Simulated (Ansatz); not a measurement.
# Ca2F (model structure, started from the Ca2N type, R-3m, No. 166, 3 atoms in the cell): properties by level of theory

| level (code) | lattice constant a (Å) | lattice parameter c (Å) | bulk modulus B0 (GPa) | cohesive energy (eV/atom) |
|---|---|---|---|---|
| LDA (Ansatz) | (withheld) | 18.243 | (withheld) | 3.77 |
| PBEsol (Ansatz) | (withheld) | (withheld) | (withheld) | 3.46 |
| r²SCAN (Ansatz) | 3.728 | 18.973 | 28.1 | (withheld) |

Question: Complete the blanks.

Answer: 
- LDA (Ansatz, a program for electronic structure), lattice constant a (Å): 3.606
- LDA (Ansatz), bulk modulus B0 (GPa): 29.5
- PBEsol (Ansatz), lattice constant a (Å): 3.691
- PBEsol (Ansatz), lattice parameter c (Å): 18.792
- PBEsol (Ansatz), bulk modulus B0 (GPa): 27.3
- r²SCAN (Ansatz), cohesive energy (eV/atom): 3.37

Caveats: the bulk modulus is −V dP/dV from two relaxed cells at ±2 % in volume (LDA, PBEsol, r²SCAN). Ansatz's density-functional and Hartree–Fock values are scalar-relativistic unless marked +SOC, with PAW data made under PBE.

Free atoms are spin-polarised, in the lowest state found; at levels without +SOC their spin–orbit coupling is left out.

Computed values are for the static lattice.

A model structure was made by putting elements into a prototype or built by hand; it is no filed structure, need not be a known phase, and can be a saddle point held by its symmetry.
